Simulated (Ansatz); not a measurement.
# Effect of electrons 2.0×10^21 cm⁻³ on SrTiO3

Base system: SrTiO3 in the cubic perovskite structure (space group Pm-3m, No. 221; a = 3.9075 Å).

Perturbation: electron doping at 2.0×10^21 cm⁻³ (0.119 per cell), with a uniform compensating background at fixed cell and a 300 K Fermi–Dirac width.

All numbers come from r2SCAN, PAW, 500 eV (Ansatz, an electronic-structure program; spin-orbit coupling left out), earlier PAW set. k-mesh 12×12×12 (Γ-centred); smearing 0.0259 eV (Fermi–Dirac).

```json
[
 {"quantity": "gap between the host's bands", "base": "2.27 eV", "changed": "2.43 eV", "shift": "+0.168 eV"},
 {"quantity": "gap character", "base": "indirect, R → Γ", "changed": "indirect, R → Γ", "shift": "–"},
 {"quantity": "Fermi level relative to the doped band's edge (positive inside the band; to 0.05 eV)", "base": "–", "changed": "+0.20 eV", "shift": "–"}
]
```

Charged cell with a jellium background: band edges are those of the host's band count, energies are not comparable with the neutral cell, and many-body gap narrowing is missing. No phonon test of stability was made. The final runs are not spin-polarised. Many cubic perovskites are stable only at high temperature; tilts and polar distortions were not tested.
